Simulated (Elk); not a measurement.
Worked example: self-consistent single point of Mo6IrRu (Pm-3, 8 atoms in the cell) in Elk.

Level of theory: LDA (PW92), spin-orbit coupling in second variation, all-electron FP-LAPW, Elk's shipped species files, APW+lo basis with extra local orbitals (Elk).

```yaml
crystal:
  lattice:
    - [5.07794, 0.00000, 0.00000]
    - [0.00000, 5.07794, 0.00000]
    - [0.00000, 0.00000, 5.07794]
  atoms:
    - { symbol: Mo, position: [0.00000, 0.50000, 0.75076] }
    - { symbol: Mo, position: [0.00000, 0.50000, 0.24924] }
    - { symbol: Mo, position: [0.75076, 0.00000, 0.50000] }
    - { symbol: Mo, position: [0.24924, 0.00000, 0.50000] }
    - { symbol: Mo, position: [0.50000, 0.75076, 0.00000] }
    - { symbol: Mo, position: [0.50000, 0.24924, 0.00000] }
    - { symbol: Ru, position: [0.00000, 0.00000, 0.00000] }
    - { symbol: Ir, position: [0.50000, 0.50000, 0.50000] }
```

Reference input (self-consistent single point, DFT, LDA (PW92), all-electron FP-LAPW, Elk's shipped species files, APW+lo basis with extra local orbitals): xctype = 3; rgkmax = 7.5; stype = 0; swidth = 0.00999582 Ha; ngridk = 5 5 5; gmaxvr = 16 1/bohr; nxlo = 2; lorbcnd = true; rmtscf = 0.86; lmaxi = 2. This run's input differs from it in these lines:

```diff
@@ -5,2 +5,5 @@
   3
+
+spinorb
+  .true.
 
@@ -23,2 +26,5 @@
   2
+
+nempty
+  10
```

Output (repeated stretches shortened):

```
│ Self-consistent loop started │
│ Loop number : 1 │
 total energy                :     -46647.2729026
 total moment                :  -0.1436895018E-22 -0.1358260089E-19 -0.8000254417E-26
│ Loop number : 2 │
 total energy                :     -46647.1296627
 total moment                :   0.2406320691E-20 -0.1063418420E-19  0.3009101238E-24
RMS change in Kohn-Sham potential (target) :   0.1307784249     (  0.1000000000E-05)
Absolute change in total energy (target)   :   0.1432399403     (  0.1000000000E-03)
│ Loop number : 3 │
 total energy                :     -46650.2623983
   [... lines left out ...]
 total energy                :     -46648.1262428
 total moment                :  -0.2909666239E-21 -0.1560434023E-20 -0.4319921580E-22
RMS change in Kohn-Sham potential (target) :   0.3822370315E-06 (  0.1000000000E-05)
Absolute change in total energy (target)   :   0.3353718857E-03 (  0.1000000000E-03)
│ Loop number : 18 │
 total energy                :     -46648.1263041
 total moment                :  -0.7464546043E-20  0.5381214882E-21  0.3024951980E-22
RMS change in Kohn-Sham potential (target) :   0.1693029393E-06 (  0.1000000000E-05)
Absolute change in total energy (target)   :   0.2254731226E-04 (  0.1000000000E-03)
Convergence targets achieved

│ Loop number : 19 │

Energies :
 Fermi                       :     0.480758835453
 xc effective B-field        :    -0.205308385257E-07
 external B-field            :      0.00000000000
 total energy                :     -46648.1262476
 (external B-field energy excluded from total)

Density of states at Fermi energy :    282.8294898
 (states/Hartree/unit cell)

Estimated indirect band gap :   0.1786901310E-02
 from k-point     11 to k-point      8
Estimated direct band gap   :   0.3848131406E-02
 at k-point      8

Charges :
 core                        :    244.0000000
 valence                     :    129.0000000
 interstitial                :    20.42297560
 muffin-tins (core leakage)
  species :    1 (Mo)
   atom    1                 :    39.29948883     (  0.5666617987E-05)
   [... lines left out ...]
  species :    2 (Ru)
   atom    1                 :  -0.4623709476E-23  0.3555182059E-22   0.000000000
  species :    3 (Ir)
   atom    1                 :   0.3530269427E-23 -0.2184422413E-22   0.000000000
 total in muffin-tins        :   0.1412144336E-21 -0.5792886047E-20   0.000000000
 total moment                :   0.4101089351E-21 -0.5614316109E-20  0.3270603659E-22

│ Self-consistent loop stopped │
```

The run converged in 19 iterations. The count includes the last loop, which Elk runs after its targets are met. 

The starting cell comes from a database of computed structures (which also holds hypothetical and non-ambient phases and stackings), without a prior relaxation at this level. Its lattice was rescaled by a random factor within 2.5 % of one. Values depend on the basis (sphere radii, cutoffs, local orbitals), which need not be converged. The log's line on a gap gives a spacing of levels on this mesh, which the program prints for metals too.

Cost on one core of a shared machine: roughly 4 min.
